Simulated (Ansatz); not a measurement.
GaP (F-43m), PBEsol with spin-orbit coupling, rigid bands (Ansatz, a first-principles code): N_c = 3.95e19 cm⁻³ at 300 K and an electron conductivity mass of 0.345 mₑ.

Question: For 1e17 electrons per cm³ at 300 K, place the Fermi level, estimate the Seebeck coefficient of a parabolic band with constant τ, and give mobility and conductivity for τ = 5 fs.

Answer: The level lies k_BT ln(N_c/n) = 0.155 eV below the conduction-band minimum. S ≈ −(k_B/e)[ln(N_c/n) + 5/2] = -731 μV/K, against -727 μV/K from the full bands (mean over directions). μ = eτ/m = 25.5 cm²/(V·s) and σ = neμ = 0.408 S/cm. τ is assumed, not computed.

Band transport and this doping are assumed; polarons and phonon drag are left out.
